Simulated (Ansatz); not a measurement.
# B on the Si site in silicon

All values below come from PBE, PAW (plane waves to 420 eV; Ansatz, a first-principles code). A 2×2×2 supercell of 64 sites was used; the energies come from a 2×2×2 shifted sampling of its zone. Site at the start: the Si site. Finite-size correction: monopole term and site-potential alignment. Dielectric constants: PBE linear response of the host. Host gap at this level: 0.61 eV. These values are not converged in cell size to better than tenths of an eV. PBE underestimates the host's gap, which shifts levels and can delocalise carriers. Spin–orbit coupling is left out. Each state is the lowest found from its start.

Formation energies E_f are given with the Fermi level at the valence-band maximum. Chemical conditions: host crystal and elements as references (Δμ(Si) = 0.00 eV, Δμ(B) = 0.00 eV; B taken from its element, since no compound that bounds it was computed at this level; only phases computed here count, gases as isolated molecules at 0 K). Reference phases: B: alpha boron, Si: silicon.

```tsv
charge	moment (μB)	point group	largest move off a lattice site (Å)	image correction with alignment (eV)	E_f, host crystal and elements as references (eV)
+1*	not spin-polarised	–	0.28	–	–
0*	quenched	–	0.27	–	–
−1	not spin-polarised	Td	0.27	0.22	0.94
```

* At this level the carrier isn't localised at the defect: at charge +1 holes occupy the valence band; at charge 0 holes occupy the valence band. Such a state is shallow or no state of the defect, and this cell gives it no level.

Point groups are those of the whole cell at tolerances of 0.03 and 0.1 Å ("near" where only the looser one holds); none is given for unsettled states.

Starting moments that weren't kept: charge 0 began with 1 μB and ended with 0.0.

All states together cost very roughly 2.4 core-hours.
